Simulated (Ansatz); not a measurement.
Worked example: self-consistent single point of Y2Al3Si2 (C2/m, 7 atoms in the cell) in Ansatz (an electronic-structure program).

Computed with PBEsol, default PAW files made with PBE (plane waves; Ansatz).

```
Y2Al3Si2
1.0
    5.11000    -2.01770     0.00000
    5.11000     2.01770     0.00000
   -1.30337     0.00000     6.48737
Y Al Si
2 3 2
Direct
  0.62020   0.62020   0.32300
  0.37980   0.37980   0.67700
  0.30580   0.30580   0.13420
  0.69420   0.69420   0.86580
  0.00000   0.00000   0.00000
  0.09310   0.09310   0.64030
  0.90690   0.90690   0.35970
```

Reference input (self-consistent single point, DFT, PBEsol, plane waves, default PAW files made with PBE): basis.ecutwfc = 30.9 Ry; kpoints.mp_grid.grid = 5 5 3; hamiltonian.xc = pbesol; hamiltonian.pseudopotentials = {kind: paw} (the program's default PAW files); scf.occupations.method = fermi_dirac; scf.occupations.width = 0.0073 Ry. This run's input differs from it in these lines:

Ansatz 0.2 input:
```diff
@@ -14,3 +14,3 @@
 basis:
-  ecutwfc: 30.9 Ry
+  ecutwfc: 24.6 Ry
 kpoints:
```

Output, abridged:

```
SCF iter   1: F=—  HF=-10411.002732 eV  |F-HF|=—  |Δ(HF+E_count)|=         —  Δρ=2.33e-3  dr2=1.34e-2  ethr=1.77e-3  ⟨swp⟩=6.5  Hψ=3313  notcnv=0
all-band conjugate gradients solve this SCF's bands
preconditioner: auto → Kerker (q_TF=auto, 2.222 Å⁻¹)
SCF iter   2: F=—  HF=-10411.001373 eV  |F-HF|=—  |Δ(HF+E_count)|=   1.36e-3  Δρ=1.42e-3  dr2=5.22e-3  ethr=3.44e-5  ⟨swp⟩=1.3  Hψ=855  notcnv=0
SCF iter   3: F=—  HF=-10411.000391 eV  |F-HF|=—  |Δ(HF+E_count)|=   9.83e-4  Δρ=1.60e-4  dr2=6.08e-5  ethr=1.34e-5  ⟨swp⟩=2.1  Hψ=826  notcnv=0
SCF iter   4: F=—  HF=-10411.000415 eV  |F-HF|=—  |Δ(HF+E_count)|=   2.44e-5  Δρ=6.17e-5  dr2=7.00e-6  ethr=1.56e-7  ⟨swp⟩=2.2  Hψ=909  notcnv=0
SCF iter   5: F=—  HF=-10411.000413 eV  |F-HF|=—  |Δ(HF+E_count)|=   1.55e-6  Δρ=9.83e-6  dr2=1.77e-7  ethr=1.80e-8  ⟨swp⟩=2.4  Hψ=940  notcnv=0
SCF iter   6: F=-10411.000413 eV  HF=-10411.000413 eV  |F-HF|=2.09e-9  |Δ(HF+E_count)|=   2.80e-8  Δρ=1.62e-6  dr2=4.96e-9  ethr=2.56e-10  ⟨swp⟩=5.7  Hψ=2518  notcnv=0
SCF 1 converged in 6 iterations: F = -10411.000413 eV  dr2 = 4.96e-9
Free energy (F): -10411.000413 eV
Internal energy: -10410.940842 eV  (E = F + TS)
E sigma→0 (E₀):  -10410.970628 eV
Entropy (-TS):   -0.059571 eV (-8.510 meV/atom)
Fermi energy:    9.657657 eV
--- Forces (eV/Å), atoms counted from 1 ---
  atom   1  Y     -0.03796570     0.00000000    -0.01345111
  atom   2  Y      0.03796570    -0.00000000     0.01345111
  atom   3  Al    -0.00576997    -0.00000000     0.03206004
  atom   4  Al     0.00576997     0.00000000    -0.03206004
  atom   5  Al     0.00000000     0.00000000    -0.00000000
  atom   6  Si     0.00707366    -0.00000000    -0.02065622
  atom   7  Si    -0.00707366     0.00000000     0.02065622
--- Stress (GPa, compression-positive) ---
       -2.964094       0.000000       0.367330
        0.000000      -1.452530       0.000000
        0.367330       0.000000      -1.378707
  P = ⅓ Tr σ = -1.9318 GPa (-19.318 kbar)
  The stress holds the Pulay correction. Without it, at fixed plane waves, as pw.x and ABINIT print it: P = -2.3944 GPa
```

The run converged in 6 iterations. Against the reference run the free energy goes up by 7.3 meV/atom, the pressure moves little (-1.99 to -1.93 GPa) and the largest force hardly changes (0.041 to 0.040 eV/Å).

The starting cell comes from a database of published, mostly measured structures (it also holds non-ambient and calculated ones), without a prior relaxation at this level. Ansatz's pressure includes its estimate of the finite-basis (Pulay) stress. The cutoff lies below the one recommended for these files.
